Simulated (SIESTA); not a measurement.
SIESTA run on VS (P6_3/mmc, 4 atoms in the cell): self-consistent single point.

Level of theory: GGA PBEsol, numerical atomic orbitals DZP, PseudoDojo PBEsol standard norm-conserving potentials (rewritten from UPF to PSML) (SIESTA).

The change in words: lattice scaled by 0.98. Reference geometry:
```yaml
crystal:
  lattice:
    - [3.16980, 0.00000, 0.00000]
    - [-1.58490, 2.74513, 0.00000]
    - [0.00000, 0.00000, 6.12713]
  atoms:
    - { symbol: V, position: [0.00000, 0.00000, 0.00000] }
    - { symbol: V, position: [0.00000, 0.00000, 0.50000] }
    - { symbol: S, position: [0.66667, 0.33333, 0.25000] }
    - { symbol: S, position: [0.33333, 0.66667, 0.75000] }
```

Reference input (self-consistent single point, DFT, GGA PBEsol, numerical atomic orbitals DZP, PseudoDojo PBEsol standard norm-conserving potentials (rewritten from UPF to PSML)): XC.functional = GGA; XC.authors = PBEsol; potentials = PseudoDojo PBEsol standard; PAO.BasisSize = DZP; PAO.EnergyShift = 0.01 Ry; MeshCutoff = 300 Ry; kgrid.MonkhorstPack = 10 10 5; OccupationFunction = FD; ElectronicTemperature = 1160.45 K; MaxSCFIterations = 150; SCF.Mixer.Method = Broyden; SCF.Mixer.Weight = 0.2. This run's input differs from it in these lines:

```diff
@@ -10,7 +10,7 @@
 %endblock ChemicalSpeciesLabel
-LatticeConstant              3.169800 Ang
+LatticeConstant              3.106404 Ang
 %block LatticeVectors
      1.000000000    0.000000000    0.000000000
-    -0.500000000    0.866025301    0.000000000
-     0.000000000    0.000000000    1.932970534
+    -0.500000000    0.866025153    0.000000000
+     0.000000000    0.000000000    1.932970406
 %endblock LatticeVectors
```

Output, abridged:

```
        iscf     Eharris(eV)        E_KS(eV)     FreeEng(eV)     dDmax    Ef(eV) dHmax(eV)
   scf:    1    -4583.509517    -4610.301766    -4610.394765  1.601891 -3.051251  7.916766
   scf:    2    -4615.228575    -4613.578563    -4613.669720  0.190823 -3.823819  2.119023
   scf:    3    -4613.855435    -4613.778398    -4613.870443  0.066638 -4.097785  0.555066
   scf:    4    -4613.840721    -4613.821445    -4613.915026  0.040595 -4.195057  0.234224
   scf:    5    -4613.814694    -4613.822511    -4613.916145  0.012042 -4.242148  0.167029
   [... 9 lines left out ...]
   scf:   15    -4613.825024    -4613.825025    -4613.918737  0.000061 -4.216271  0.001439
   scf:   16    -4613.825024    -4613.825025    -4613.918737  0.000027 -4.216264  0.000501
   scf:   17    -4613.825024    -4613.825025    -4613.918737  0.000011 -4.216258  0.000176
   scf:   18    -4613.825024    -4613.825024    -4613.918737  0.000004 -4.216253  0.000073
SCF Convergence by DM+H criterion
max |DM_out - DM_in|         :     0.0000044029
max |H_out - H_in|      (eV) :     0.0000729445
SCF cycle converged after 18 iterations

Using DM_out to compute the final energy and forces

siesta: E_KS(eV) =            -4613.8250

siesta: E_KS - E_eggbox =     -4613.8250

siesta: Atomic forces (eV/Ang):
     1    0.000000   -0.000000    0.000000
     2   -0.000000   -0.000000   -0.000000
     3    0.000329   -0.000192   -0.000016
     4   -0.000329    0.000192    0.000016
   Tot    0.000000    0.000000   -0.000000
   Max    0.000329
   Res    0.000156    sqrt( Sum f_i^2 / 3N )
   Max    0.000329    constrained

Stress tensor Voigt[x,y,z,yz,xz,xy] (kbar):      -39.56      -39.45      -57.93       -0.00        0.00        0.10
(Free)E + p*V (eV/cell)    -4612.4891
   [... lines left out ...]
siesta: FreeEng =     -4613.918737
siesta: Cell volume =         50.179869 Ang**3
siesta:          45.64555277         45.63777011  kBar
   [... lines left out ...]
              0.083   0.095   0.109   0.095   0.083
   4  6.105   1.331   0.203   1.336   1.236   1.336   0.038   0.121   0.038
              0.083   0.095   0.109   0.095   0.083

mulliken: Qtot =       38.000

Mulliken Atomic Populations:
Atom #   charge [q] valence [e]  Species
     1     0.104970   12.895030  V
     2     0.104964   12.895036  V
     3    -0.104967    6.104967  S
     4    -0.104967    6.104967  S
 Total    -0.000000
```

The run converged in 18 iterations. Against the reference run the free energy goes down by 5.8 meV/atom and the pressure goes from -6.38 to 4.56 GPa.

The starting cell comes from a database of computed structures (which also holds hypothetical and non-ambient phases and stackings), without a prior relaxation at this level. For this run, on top of that: lattice scaled by 0.98. Spin polarisation is off, so a magnetic state, if there is one, cannot be reached. Values carry the incompleteness of an atom-centred basis. With a pressure of about 5 GPa the cell is away from its equilibrium volume at this level.

Cost on one core of a shared machine: roughly 30 s.
